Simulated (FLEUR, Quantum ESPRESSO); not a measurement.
RbHoO3 (Pm-3m, 5 atoms in the cell) computed with different codes at matched settings

Self-consistent single point, at a second geometry (lattice scaled by 0.98). First geometry:

```
RbHoO3
1.0
    4.49773     0.00000     0.00000
    0.00000     4.49773     0.00000
    0.00000     0.00000     4.49773
Rb Ho O
1 1 3
Cartesian
  0.00000   0.00000   0.00000
  2.24886   2.24886   2.24886
  2.24886   2.24886   0.00000
  0.00000   2.24886   2.24886
  2.24886   0.00000   2.24886
```
Moments meant for the start (each program seeds them in its own way; μB, in the order of the atoms Rb Ho O O O): 0.0 4.0 0.0 0.0 0.0.

Shared settings, as Quantum ESPRESSO writes them: occupations = smearing; smearing = fd; degauss = 0.0073499 Ry; nspin = 2; K_POINTS = automatic 7 7 7 0 0 0. Potentials and cutoffs stand in the table.

| code | model | ΔF from the first geometry (meV/atom) | size of the net moment (μB/atom) | cutoff |
|---|---|---|---|---|
| Quantum ESPRESSO | LDA (PZ), SSSP 1.1.2 efficiency (PBE) pseudopotentials | -69.6 | 1.20 | 60 Ry |
| FLEUR | LDA (Perdew-Zunger), all-electron FLAPW (FLEUR), scalar-relativistic valence | -76.0 | 1.20 | Kmax 4.3 1/bohr |

On Quantum ESPRESSO's run: spin-orbit coupling is off. The magnetic order is the one reached from the typed start; others were not searched systematically. With U or open f shells several self-consistent states can exist. The f electrons are in the valence without U or exact exchange, which can misplace them near the Fermi level. Spin-orbit terms, which matter for f shells, are left out.

The spread over the programs that give each value: ΔF from the first geometry within 6.4 meV/atom; size of the net moment within 0.00 μB/atom.

FLEUR treats all electrons, but the usual bases taken here (sphere radii, linearisation, local orbitals, empty states) were not tested for convergence, so the values are no reference for the others.

The starting cell comes from a database of computed structures (which also holds hypothetical and non-ambient phases and stackings), without a prior relaxation at this level. For this run, on top of that: lattice scaled by 0.98.

Left out of this page: Ansatz (with a known weakness of the program).
